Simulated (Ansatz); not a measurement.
# How the band gap of YScO3 (P6₃cm, No. 185, 30 atoms in the cell; start mp-769007) moves with the method

No measured value is used here.

```
level (code)     value (eV)
---------------  ----------
LDA (Ansatz)           3.11
PBEsol (Ansatz)        3.18
r²SCAN (Ansatz)        3.69
HSE06 (Ansatz)         4.88
```

Computed values are for a static lattice. Levels without +SOC have no spin–orbit coupling; where heavier elements are present it shifts gaps, mostly down, and can invert bands.  Values are at the PBEsol cell. Cutoffs and k meshes differ between the levels. Ansatz's density-functional and Hartree–Fock values are scalar-relativistic unless marked +SOC, with PAW data made under PBE.

A start named mp-… is a Materials Project structure, which need not be a measured phase.

Ansatz is a program for electronic structure.
